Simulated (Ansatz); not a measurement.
The starting structures come from a database of crystals and need not be the phases stable at ambient conditions.

 Where the default PAW files enter, the runs use the earlier of Ansatz's two default sets.

Input:

```yaml
crystal:
  lattice:
    - [4.20360, 0.00000, 0.00000]
    - [-2.10180, 3.64043, 0.00000]
    - [2.10180, 1.21348, 3.43223]
  atoms:
    - { symbol: Mg, position: [0.00000, 0.00000, 0.00000] }
    - { symbol: Te, position: [0.00000, 0.50000, 0.50000] }
```

Space group of this cell: Fm-3m, rock salt. The cell is taken as given; by PBEsol its mean pressure is -1.0 GPa.

Computed with PBEsol (plane waves, PAW; Ansatz, an electronic-structure program).

The current runs along the normal of the first two printed vectors; no spin-orbit coupling. Scaled by the factor s: the length along the current (ions clamped). Meshes 10×10×10 and 12×12 across the current in all rows.

| s | mean pressure (GPa) | band gap (eV) |
|---|---|---|
| 0.97 | 0.5 | ? |
| 1.00 | -1.0 | 0.44 |
| 1.03 | -2.2 | 0.33 |

Q: Take the slope of the band gap against ln s from the two given rows, extrapolate to s = 0.97, and say what the run there gives.

A: Slope = (0.33 − 0.44) / ln 1.03 = -3.72 eV. The line gives 0.44 + (-3.72) × ln 0.97 = 0.55 eV. The run gives 0.25 eV, 0.30 eV under the line, 268 % of the predicted step.
